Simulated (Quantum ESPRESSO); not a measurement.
Input and output of a self-consistent single point for LiMg (P1, 6 atoms in the cell) (Quantum ESPRESSO).

Level of theory: LDA (PZ), GBRV 1.5 ultrasoft (LDA) pseudopotentials (plane waves; Quantum ESPRESSO 7.5).

The change in words: atoms moved at random. Reference geometry:
```
LiMg
1.0
    4.89958     0.00000     0.00000
    0.00000     1.70043     7.34607
    0.00000    -1.70043     7.34607
Li Mg
3 3
Direct
  0.00000   0.30594   0.30594
  0.50000   0.47486   0.47486
  0.50000   0.13544   0.13544
  0.00000   0.96800   0.96800
  0.00000   0.64382   0.64382
  0.50000   0.80526   0.80526
```

Reference input (self-consistent single point, DFT, LDA (PZ), plane waves, GBRV 1.5 ultrasoft (LDA) pseudopotentials): ecutwfc = 40 Ry; ecutrho = 200 Ry; occupations = smearing; smearing = gaussian; degauss = 0.0147 Ry; potentials = {Li: li_lda_v1.4.uspp.F.UPF, Mg: mg_lda_v1.4.uspp.F.UPF}; K_POINTS = automatic 5 7 7 0 0 0; conv_thr = 1e-08 Ry. This run's input differs from it in these lines:

```diff
@@ -29,8 +29,8 @@
 ATOMIC_POSITIONS angstrom
-Li    0.00000000    0.00000000    4.49491331
-Li    2.44979000    0.00000000    6.97670960
-Li    2.44979000    0.00000000    1.98990344
-Mg    0.00000000    0.00000000   14.22199152
-Mg    0.00000000    0.00000000    9.45909358
-Mg    2.44979000    0.00000000   11.83099266
+Li    0.00992165    0.02193208    4.47685667
+Li    2.43529214   -0.03144936    6.95097632
+Li    2.50059375    0.05818514    1.95956417
+Mg   -0.00836848   -0.03914889   14.25903775
+Mg    0.01007354    0.02033028    9.49094613
+Mg    2.40185741   -0.02984756   11.83621571
 K_POINTS automatic
```

Output, abridged:

```
     Self-consistent Calculation

     iteration #  1     ecut=    40.00 Ry     beta= 0.70

     total energy              =    -417.45457390 Ry
     estimated scf accuracy    <       2.22079837 Ry

     iteration #  2     ecut=    40.00 Ry     beta= 0.70

     total energy              =    -418.05073156 Ry
     estimated scf accuracy    <       0.22201612 Ry

     iteration #  3     ecut=    40.00 Ry     beta= 0.70

     total energy              =    -418.07147723 Ry
     estimated scf accuracy    <       0.11321189 Ry

   [... 5 blocks of this kind left out ...]

     iteration #  9     ecut=    40.00 Ry     beta= 0.70

     total energy              =    -418.10137619 Ry
     estimated scf accuracy    <       0.00000011 Ry

     iteration # 10     ecut=    40.00 Ry     beta= 0.70
     End of self-consistent calculation

     Number of k-points >= 100: set verbosity='high' to print the bands.

     the Fermi energy is     3.3660 ev

!    total energy              =    -418.10137621 Ry
     estimated scf accuracy    <          2.8E-09 Ry
     smearing contrib. (-TS)   =      -0.00344158 Ry
     internal energy E=F+TS    =    -418.09793462 Ry

     convergence has been achieved in  10 iterations

     Forces acting on atoms (cartesian axes, Ry/au):

     atom    1 type  1   force =    -0.00396393   -0.00295058    0.00401001
     atom    2 type  1   force =     0.00049056    0.00136352    0.00007938
     atom    3 type  1   force =    -0.00328032   -0.00416794    0.00215084
     atom    4 type  2   force =    -0.00045806    0.00276316   -0.00118075
   [... lines left out ...]

     Total force =     0.011814     Total SCF correction =     0.000234

          total   stress  (Ry/bohr**3)                   (kbar)     P=      -16.65
  -0.00010530   0.00000082   0.00000271          -15.49        0.12        0.40
   0.00000082  -0.00013539   0.00000039            0.12      -19.92        0.06
   0.00000271   0.00000039  -0.00009895            0.40        0.06      -14.56

   JOB DONE.
```

The run converged in 10 iterations. Against the reference run the free energy goes up by 2.8 meV/atom, the pressure hardly changes (-1.71 to -1.67 GPa) and the largest force goes from 0.046 to 0.164 eV/Å.

The starting cell comes from a database of computed structures (which also holds hypothetical and non-ambient phases and stackings), without a prior relaxation at this level. For this run, on top of that: atoms moved at random.

Cost on one core of a shared machine: roughly 3 min.
